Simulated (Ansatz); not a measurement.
For Ta2O5 (Pmmn, No. 59, 14 atoms in the cell; start mp-1539317), PBEsol (PAW; Ansatz, an electronic-structure program) gives:

| Property | Result |
|---|---|
| cohesive energy | 7.86 eV/atom |
| band gap | 2.28 eV |

Problem. What does r²SCAN (PAW; Ansatz) give for the same quantities?

Solution. 
- cohesive energy: 7.38 eV/atom (drops by 0.48 eV/atom)
- band gap: 2.86 eV (grows by 0.58 eV)

Changes are worked out from the printed values.

Unless a cell is named, each level is at its own relaxed cell (PBEsol 13.78, r²SCAN 13.81 Å³/atom).

Levels without +SOC leave out spin–orbit coupling, which shifts energies and cells of such heavy elements.

Levels without +SOC have no spin–orbit coupling; where heavier elements are present it shifts gaps, mostly down, and can invert bands. Density-functional gaps are differences of (generalised) Kohn–Sham levels.

Caveats: the relaxation could not lower the start's symmetry, so the cell can be a saddle point above a distorted one (PBEsol, r²SCAN). Ansatz's density-functional and Hartree–Fock values are scalar-relativistic unless marked +SOC, with PAW data made under PBE.

A start named mp-… is a Materials Project structure, which need not be a measured phase.
